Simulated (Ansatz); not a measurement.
The starting structures come from a database of crystals and need not be the phases stable at ambient conditions.

The decay constant κ of evanescent states in the gap governs leakage through a thin film.

Input:

```
CELL_PARAMETERS angstrom
      6.88201     0.00000     0.00000
     -3.40833     5.97874     0.00000
      1.17283     2.01863     7.12309
ATOMIC_POSITIONS crystal
  Ca 0.50000 0.50000 0.50000
  Ca 0.17538 0.82462 0.50000
  Ca 0.82462 0.17538 0.50000
  Ca 0.66536 0.33464 0.00000
  Ca 0.33464 0.66536 0.00000
  P  0.77933 0.77933 0.75791
  P  0.22067 0.22067 0.24209
  P  0.38280 0.07884 0.76034
  P  0.61720 0.92116 0.23966
  P  0.92116 0.61720 0.23966
  P  0.07884 0.38280 0.76034
  P  0.05224 0.05224 0.83699
  P  0.94776 0.94776 0.16301
```

Space group of this cell: C2/m. The cell is taken as given.

Transport runs along the normal of the first two printed cell vectors.

The gap is the functional's own, uncorrected, and κ follows it; spin-orbit coupling is left out. Mid-gap values are interpolated between the computed energies.

**Question.** Give the band gap and the smallest decay constant κ at mid-gap that r2SCAN in Ansatz (a program for electronic structure) yields.

**Answer.** Gap 1.43 eV on a 6×6×4 mesh; κ = 0.225 1/Å, at the zone centre.
